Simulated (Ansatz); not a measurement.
## A computed series for HgS: pressure series

Base system: HgS (space group P3_221, No. 154; a = 4.139 Å, c = 9.408 Å; made of chains).

Cell and atoms are relaxed at each pressure.

Method: plane-wave PAW DFT at the PBEsol level (Ansatz, a quantum-chemistry and plane-wave program, 420 eV), no SOC.

Candidates:
(a) pressure 5 GPa
(b) pressure 0.3 GPa
(c) pressure 3 GPa
(d) pressure 0.7 GPa

For the base:

| Item | Value |
|---|---|
| Band gap | 1.23 eV |

Q: Order them by band gap, lowest first.

A: (a) pressure 5 GPa (0.82 eV), (c) pressure 3 GPa (0.90 eV), (d) pressure 0.7 GPa (1.10 eV), (b) pressure 0.3 GPa (1.17 eV)

Spin-orbit coupling, missing from the scalar runs, can matter with Hg. Load acts through the strain it causes; cell and atoms are relaxed under it. Whether these cells are dynamically stable was not tested. No other phases were tried under pressure. No dispersion term is included in the PBEsol runs.
